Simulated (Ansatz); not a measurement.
Given:

```xyz
6
Lattice="3.7825 0.0000 0.0000 0.0000 3.7825 0.0000 1.8913 -1.8913 4.8075" Properties=species:S:1:pos:R:3 pbc="T T T"
Ti     0.0000     0.0000     0.0000
Ti     1.8913     0.0000     2.4038
O      1.8913     0.0000     4.3955
O      3.7825     0.0000     1.9918
O      1.8913     1.8913     2.8158
O      1.8913     0.0000     0.4120
```

The cell is taken as given; by r2SCAN it stands under a pressure of -1.2 GPa.

Transport runs along the normal of the first two printed cell vectors, the (001) plane of the conventional cell.

No gap correction and no spin-orbit coupling; mid-gap is the computed energy nearest the middle.

**Question.** Estimate the band gap and the smallest decay constant κ at mid-gap that Ansatz (a program for electronic structure) with r2SCAN returns for this system.

**Answer.** Gap 2.56 eV on a 8×8×8 mesh; κ = 0.408 1/Å, at (0.500, 0.500) of the in-plane reciprocal vectors. At the zone centre the slowest state has κ = 0.47 1/Å.
